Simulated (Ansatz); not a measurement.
**Response to strain in hypothetical rock salt BP**

The parent structure is BP in the rock salt structure (space group Fm-3m, No. 225; a hypothetical phase, not in the database extracts checked; relaxed with 0.1 eV smearing).

```
BP
1.0
    0.00000     2.16028     2.16028
    2.16028     0.00000     2.16028
    2.16028     2.16028     0.00000
P B
1 1
Direct
  0.00000   0.00000   0.00000
  0.50000   0.50000   0.50000
```

Cartesian axes are those of the cell as printed.

Strains are applied to the cell and any free atomic positions relax; under biaxial strain the out-of-plane vector relaxes too.

Calculations: PBE in Ansatz (plane waves to 420 eV, PAW, no spin-orbit coupling).

Candidates:
(a) biaxial strain −2.28 %, plane normal [001], relaxed out of plane
(b) uniaxial strain ε_zz = +0.50 %
(c) biaxial strain +4.98 %, plane normal [110], relaxed out of plane
(d) isotropic strain +0.70 %

Notes on the quantities. energy relative to the base: free energy F.

Problem. Order them by energy relative to the base, highest first.

Solution. (c) biaxial strain +4.98 %, plane normal [110], relaxed out of plane (+45 meV/atom), (a) biaxial strain −2.28 %, plane normal [001], relaxed out of plane (+5.9 meV/atom), (d) isotropic strain +0.70 % (+2.2 meV/atom), (b) uniaxial strain ε_zz = +0.50 % (+0.2 meV/atom)

A biaxial case was relaxed in a doubled cell and then solved in the primitive one. Stability against distortions was not tested. The final runs are not spin-polarised.

Ansatz is a program for electronic structure.
